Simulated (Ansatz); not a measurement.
The reference is Zr in the hcp (Mg type) structure (space group P6_3/mmc, No. 194; a = 3.2460 Å, c = 5.1507 Å). Axes: x lies along a and z along c of the hexagonal cell.

The values are results of r2SCAN (Ansatz, a first-principles code; PAW; 500 eV plane waves; spin-orbit coupling left out), not measurements.

Base values:

```
Property                         Value
-----------------------------  -------
Shortest interatomic distance  3.185 Å
Pressure                       0.0 GPa
```

One thing is altered: tensile biaxial strain of 4.16 % in the plane normal to [001], as in epitaxy on a mismatched substrate; the out-of-plane cell vector and the atoms relax.

Task: What happens to the shortest interatomic distance?

Result: The shortest interatomic distance shrinks by 0.0116 Å to 3.174 Å.

Task: How does this affect the pressure?

Result: The pressure (mean of the normal stresses, compression positive) goes from zero to -4.3 GPa.

Without a gap, meshes like the base's 16×16×9 leave anisotropic stresses uncertain by several tenths of a GPa, and small strain energies with them. Whether these cells are dynamically stable was not tested. All final runs are without spin polarisation.
